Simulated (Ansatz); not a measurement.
The starting structures come from a database of crystals and need not be the phases stable at ambient conditions.

 Where the default PAW files enter, the runs use the earlier of Ansatz's two default sets.

Crystal: CdPdF₆ (R-3, not sure to be the ambient phase, 8 atoms a cell, 13.4 Å³ an atom); planes in its conventional cell.

Calculation: r2SCAN (plane waves, PAW; Ansatz, a quantum-chemistry and plane-wave program).

No gap correction and no spin-orbit coupling; mid-gap values are interpolated between computed energies.

```tsv
plane	area of the cell (Å²)	mid-gap κ (1/Å)	largest κ in the gap (1/Å)
(001)	22.1	0.54	0.61
(101)	25.5	___	___
```

### Question
The slowest decay depends on the direction. Supply the withheld values.

### Answer

- (101), mid-gap κ (1/Å): 0.50
- (101), largest κ in the gap (1/Å): 0.50
